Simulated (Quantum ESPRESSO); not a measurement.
Worked example: self-consistent single point of HfMg14Bi (P-6m2, 16 atoms in the cell) in Quantum ESPRESSO.

Method: LDA (PW92), PseudoDojo standard norm-conserving (LDA) pseudopotentials (plane waves; Quantum ESPRESSO).

The change in words: lattice scaled by 1.015. Reference geometry:
```
CELL_PARAMETERS angstrom
      6.47330     0.00000     0.00000
     -3.23665     5.60604     0.00000
      0.00000     0.00000    10.63125
ATOMIC_POSITIONS crystal
  Mg 0.99761 0.49880 0.00000
  Mg 0.50119 0.00239 0.00000
  Mg 0.50119 0.49880 0.00000
  Mg 0.00387 0.50194 0.50000
  Mg 0.49806 0.99613 0.50000
  Mg 0.49806 0.50194 0.50000
  Mg 0.16435 0.83565 0.25587
  Mg 0.67130 0.83565 0.74413
  Mg 0.16435 0.32870 0.25587
  Mg 0.16435 0.83565 0.74413
  Mg 0.67130 0.83565 0.25587
  Mg 0.16435 0.32870 0.74413
  Mg 0.66667 0.33333 0.25407
  Mg 0.66667 0.33333 0.74593
  Hf 0.00000 0.00000 0.50000
  Bi 0.00000 0.00000 0.00000
```

Reference input (self-consistent single point, DFT, LDA (PW92), plane waves, PseudoDojo standard norm-conserving (LDA) pseudopotentials): ecutwfc = 85 Ry; occupations = smearing; smearing = marzari-vanderbilt; degauss = 0.0073499 Ry; potentials = {Mg: Mg.upf, Hf: Hf.upf, Bi: Bi.upf}; K_POINTS = automatic 3 3 2 0 0 0; conv_thr = 1e-10 Ry; mixing_beta = 0.3. This run's input differs from it in these lines:

```diff
@@ -27,21 +27,21 @@
 CELL_PARAMETERS {bohr}
-  12.2327547654     0.0000000000     0.0000000000
-  -6.1163773827    10.5938763851     0.0000000000
-   0.0000000000     0.0000000000    20.0901508624
+  12.4162461544     0.0000000000     0.0000000000
+  -6.2081230772    10.7527845894     0.0000000000
+   0.0000000000     0.0000000000    20.3915035978
 ATOMIC_POSITIONS {angstrom}
-Mg    4.8433679049    2.7963197637    0.0000000000
-Mg    3.2366475242    0.0133984307    0.0000000000
-Mg    1.6299271435    2.7963197637    0.0000000000
-Mg   -1.5995350232    2.8138666625    5.3156250000
-Mg    0.0000000000    5.5843425912    5.3156250000
-Mg    1.5995350232    2.8138666625    5.3156250000
-Mg   -1.6408184624    4.6846856197    2.7202179375
-Mg    1.6408184624    4.6846856197    7.9110320625
-Mg    0.0000000000    1.8427046768    2.7202179375
-Mg   -1.6408184624    4.6846856197    7.9110320625
-Mg    1.6408184624    4.6846856197    2.7202179375
-Mg    0.0000000000    1.8427046768    7.9110320625
-Mg    3.2366475242    1.8686793194    2.7010816875
-Mg    3.2366475242    1.8686793194    7.9301683125
-Hf    0.0000000000    0.0000000000    5.3156250000
+Mg    4.9160184503    2.8382645756    0.0000000000
+Mg    3.2851972549    0.0135994073    0.0000000000
+Mg    1.6543760596    2.8382645756    0.0000000000
+Mg   -1.6235280574    2.8560746780    5.3953595000
+Mg    0.0000000000    5.6681077609    5.3953595000
+Mg    1.6235280574    2.8560746780    5.3953595000
+Mg   -1.6654307484    4.7549559299    2.7610212705
+Mg    1.6654307484    4.7549559299    8.0296977295
+Mg    0.0000000000    1.8703452572    2.7610212705
+Mg   -1.6654307484    4.7549559299    8.0296977295
+Mg    1.6654307484    4.7549559299    2.7610212705
+Mg    0.0000000000    1.8703452572    8.0296977295
+Mg    3.2851972549    1.8967095195    2.7415979763
+Mg    3.2851972549    1.8967095195    8.0491210237
+Hf    0.0000000000    0.0000000000    5.3953595000
 Bi    0.0000000000    0.0000000000    0.0000000000
```

The program printed (abridged):

```
     Self-consistent Calculation

     iteration #  1     ecut=    85.00 Ry     beta= 0.30

---- Real-time Memory Report at c_bands before calling an iterative solver
           690 MiB given to the printing process from OS
           622 MiB allocation reported by mallinfo(arena+hblkhd)
------------------

     Threshold (ethr) on eigenvalues was too large:
     Diagonalizing with lowered threshold

---- Real-time Memory Report at c_bands before calling an iterative solver
           871 MiB given to the printing process from OS
           632 MiB allocation reported by mallinfo(arena+hblkhd)
------------------

   [... lines left out ...]

---- Real-time Memory Report at c_bands before calling an iterative solver
          1013 MiB given to the printing process from OS
           779 MiB allocation reported by mallinfo(arena+hblkhd)
------------------

     total energy              =   -1935.99452340 Ry
     estimated scf accuracy    <          4.4E-10 Ry

     iteration # 14     ecut=    85.00 Ry     beta= 0.30

---- Real-time Memory Report at c_bands before calling an iterative solver
          1013 MiB given to the printing process from OS
           779 MiB allocation reported by mallinfo(arena+hblkhd)
------------------
     End of self-consistent calculation

     the Fermi energy is     5.7460 ev

!    total energy              =   -1935.99452340 Ry
     estimated scf accuracy    <          6.1E-11 Ry
     smearing contrib. (-TS)   =      -0.00062480 Ry
     internal energy E=F+TS    =   -1935.99389860 Ry

     convergence has been achieved in  14 iterations

     Forces acting on atoms (cartesian axes, Ry/au):

     atom    1 type  1   force =     0.00049712    0.00028701    0.00000000
     atom    2 type  1   force =    -0.00000000   -0.00057403   -0.00000000
     atom    3 type  1   force =    -0.00049712    0.00028701    0.00000000
     atom    4 type  1   force =     0.00229391    0.00132439   -0.00000000
     atom    5 type  1   force =     0.00000000   -0.00264878    0.00000000
   [... lines left out ...]

     Total force =     0.028010     Total SCF correction =     0.000017

          total   stress  (Ry/bohr**3)                   (kbar)     P=      -52.24
  -0.00033347   0.00000000   0.00000000          -49.05        0.00        0.00
   0.00000000  -0.00033347   0.00000000            0.00      -49.05        0.00
   0.00000000   0.00000000  -0.00039852            0.00        0.00      -58.62

   JOB DONE.
```

The run converged in 14 iterations. Against the reference run the free energy rises by 31.9 meV/atom, the pressure goes from -4.03 to -5.22 GPa and the largest force goes from 0.258 to 0.288 eV/Å.

The starting cell comes from a database of computed structures (which also holds hypothetical and non-ambient phases and stackings), without a prior relaxation at this level. Its lattice was rescaled by a random factor within 2.5 % of one. For this run, on top of that: lattice scaled by 1.015.

Cost on one core of a shared machine: roughly 20 min.
